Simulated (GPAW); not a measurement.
A self-consistent single point of PrSb₃ (Pm-3m, 4 atoms in the cell) with GPAW.

Computed with LDA (Perdew-Wang 92), GPAW PAW datasets LDA (gpaw-data 1.0.1) (plane waves; GPAW 25.7.0).

```yaml
crystal:
  lattice:
    - [4.84798, 0.00000, 0.00000]
    - [0.00000, 4.84798, 0.00000]
    - [0.00000, 0.00000, 4.84798]
  atoms:
    - { symbol: Pr, position: [0.00000, 0.00000, 0.00000], spin: 2.0 }
    - { symbol: Sb, position: [0.00000, 0.50000, 0.50000] }
    - { symbol: Sb, position: [0.50000, 0.00000, 0.50000] }
    - { symbol: Sb, position: [0.50000, 0.50000, 0.00000] }
```
(The spins are starting values, not results.)

Reference input (self-consistent single point, DFT LDA (Perdew-Wang 92), plane waves, GPAW PAW datasets LDA (gpaw-data 1.0.1)): spinpol = true; mode = pw; ecut = 800 eV; xc = LDA; kpts = 5 5 5; mesh shift (steps) = 0 0 0; occupations.name = methfessel-paxton; occupations.width = 0.05 eV; occupations.order = 0; nbands = -10; convergence.density = 1e-05 e/electron; symmetry.symmorphic = false. This run's input differs from it in these lines:

```diff
@@ -19,3 +19,3 @@
             xc='LDA',
-            kpts=(5, 5, 5),
+            kpts=(1, 1, 1),
             occupations={'name': 'methfessel-paxton', 'width': 0.05, 'order': 0},
```

Log, with long lists cut:

```
     iter     time        total  log10-change:  magmom
                         energy   eigst   dens
iter:   1 --:--:--   -23.264874                   +2.0012
iter:   2 --:--:--   -19.413358   +0.38  -1.16    +1.9903
iter:   3 --:--:--   -28.359695   +0.48  -1.19    +2.0001
iter:   4 --:--:--   -16.742159   -0.69  -1.08    +1.9976
iter:   5 --:--:--   -17.195928   -1.26  -1.38    +1.9994
   [... 21 lines left out ...]
iter:  27 --:--:--   -16.126206   -2.81  -1.97    +2.0000
iter:  28 --:--:--   -16.250492   -2.54  -2.35    +2.0000
iter:  29 --:--:--   -16.175098   -2.67  -2.00    +2.0000
   [... lines left out ...]
iter: 120 --:--:--   -16.171801   -2.29  -1.92    +2.0000

Did not converge!

Here are some tips:

1) Make sure the geometry and spin-state is physically sound.
2) Use less aggressive density mixing.
3) Solve the eigenvalue problem more accurately at each scf-step.
4) Use a smoother distribution function for the occupation numbers.
5) Try adding more empty states.
6) Use enough k-points.
7) Don't let your structure optimization algorithm take too large steps.
8) Solve the Poisson equation more accurately.
9) Better initial guess for the wave functions.

See details here:

    https://gpaw.readthedocs.io/documentation/convergence.html
Traceback (most recent call last):
   [... frames left out ...]
gpaw.KohnShamConvergenceError: Did not converge!  See text output for help.
```

The run ended unconverged after 120 iterations. 

The starting cell comes from a database of computed structures (which also holds hypothetical and non-ambient phases and stackings), without a prior relaxation at this level.

Cost on one core of a shared machine: roughly 60 s.
